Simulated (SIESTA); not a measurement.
Several settings converged on Al2Cu (I4mm, 3 atoms in the cell)

```xyz
3
Lattice="-2.0202 2.0202 2.8368 2.0202 -2.0202 2.8368 2.0202 2.0202 -2.8368" Properties=species:S:1:pos:R:3 pbc="T T T"
Al     0.0000     2.0202     1.4184
Al     2.0202     0.0000     1.4184
Cu     0.0000     0.0000     2.8868
```

Base method: LDA PW92, numerical atomic orbitals DZP, PseudoDojo LDA standard norm-conserving potentials (rewritten from UPF to PSML) run with SIESTA.

Base settings: XC.functional = LDA; XC.authors = PW92; potentials = PseudoDojo LDA standard; PAO.BasisSize = DZP; PAO.EnergyShift = 0.005 Ry; MeshCutoff = 350 Ry; kgrid.MonkhorstPack = 5 5 5; OccupationFunction = MP; OccupationMPOrder = 0; ElectronicTemperature = 100 meV.

**The k-point mesh**

The second cell is the first with its lattice scaled by 0.98.

Only quantities that move along the ladder and can be compared are tabulated.

| kgrid.MonkhorstPack | free energy less the last step's (meV/atom) | energy of the compressed cell less the first (meV/atom) | pressure (GPa) | largest difference of a force vector from the last step's (eV/Å) |
|---|---|---|---|---|
| 2 2 2 | 673.93 | 62.60 | 8.08 | 0.035 |
| 4 4 4 | 36.00 | 9.00 | -1.20 | 0.003 |
| 5 5 5 | 2.32 | 7.25 | -2.07 | 0.012 |
| 7 7 7 | 5.05 | 9.47 | -1.65 | 0.002 |
| 8 8 8 | 0.79 | 8.65 | -1.78 | 0.004 |
| 10 10 10 | 0.00 | 9.58 | -1.62 | 0.000 |

Coarsest kgrid.MonkhorstPack that holds the free energy within 2 meV/atom of the last step, with all finer ones: 8 8 8; the step before is off by 5.1 meV/atom.

Coarsest kgrid.MonkhorstPack that holds the energy of the compressed cell less the first within 2 meV/atom of the last step, with all finer ones: 7 7 7; the step before is off by 2.3 meV/atom.

Coarsest kgrid.MonkhorstPack that holds the forces within 0.01 eV/Å of the last step, with all finer ones: 7 7 7; the step before is off by 0.012 eV/Å.

**The k-point mesh at a smearing width of 0.02 eV**

In this ladder: ElectronicTemperature = 20 meV.

Only quantities that move along the ladder and can be compared are tabulated.

```csv
kgrid.MonkhorstPack,free energy less the last step's (meV/atom),pressure (GPa),largest difference of a force vector from the last step's (eV/Å)
4 4 4,37.19,-1.14,0.002
6 6 6,2.43,-1.70,0.003
9 9 9,5.36,-1.55,0.018
10 10 10,-1.29,-1.61,0.003
15 15 15,0.00,-1.66,0.000
```

State of the pressure at the end of the ladder: still drifting one way, by 0.11 GPa over the last two steps, so the last step is no safe reference.

Coarsest kgrid.MonkhorstPack that holds the forces within 0.01 eV/Å of the last step, with all finer ones: 10 10 10; the step before is off by 0.018 eV/Å.

Coarsest kgrid.MonkhorstPack that holds the free energy within 5 meV/atom of the last step, with all finer ones: 10 10 10; the step before is off by 5.4 meV/atom.

**The k-point mesh at a smearing width of 0.3 eV**

In this ladder: ElectronicTemperature = 300 meV.

Only quantities that move along the ladder and can be compared are tabulated.

| kgrid.MonkhorstPack | free energy less the last step's (meV/atom) | pressure (GPa) | largest difference of a force vector from the last step's (eV/Å) |
|---|---|---|---|
| 4 4 4 | 31.41 | -1.33 | 0.008 |
| 6 6 6 | 2.42 | -1.60 | 0.001 |
| 9 9 9 | 1.48 | -1.60 | 0.004 |
| 10 10 10 | 0.48 | -1.62 | 0.000 |
| 15 15 15 | 0.00 | -1.63 | 0.000 |

Coarsest kgrid.MonkhorstPack that holds the free energy within 1 meV/atom of the last step, with all finer ones: 10 10 10; the step before is off by 1.5 meV/atom.

Coarsest kgrid.MonkhorstPack that holds the pressure within 0.2 GPa of the last step, with all finer ones: 6 6 6; the step before is off by 0.30 GPa.

Coarsest kgrid.MonkhorstPack that holds the forces within 0.005 eV/Å of the last step, with all finer ones: 6 6 6; the step before is off by 0.008 eV/Å.

On the base run: the starting cell comes from a database of computed structures (which also holds hypothetical and non-ambient phases and stackings), without a prior relaxation at this level. Its lattice was rescaled by up to half a per cent. One atom was moved a little off its site on purpose. Spin polarisation is off. Values carry the incompleteness of an atom-centred basis.
